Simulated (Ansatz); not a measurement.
Response to strain in Al2O3

Consider Al2O3 in the corundum structure (space group R-3c, No. 167; a = 4.729 Å, c = 12.892 Å (hexagonal axes)). Axes: x lies along a and z along c of the hexagonal cell.

Strains are applied to the cell and any free atomic positions relax.

The values are results of LDA in Ansatz (plane waves to 420 eV, PAW, without spin-orbit coupling), not measurements.

| uniaxial strain ε_xx (%) | band gap (eV) |
|---|---|
| 0 | 6.43 |
| 0.75 | ? |
| 1.5 | 6.18 |
| 2.25 | 6.05 |
| 3 | 5.92 |

**Question.** Fit E_g = E₀ + Dε (ε in %) to the rows shown and predict the withheld row.

**Answer.** Least squares on the printed values gives E₀ = 6.43 eV, D = -170 meV per % of strain (largest residual 0.00 eV); this predicts 6.30 eV, and the run gives 6.30 eV, in agreement.

No phonon test of stability was made.

Ansatz is a program for electronic structure.
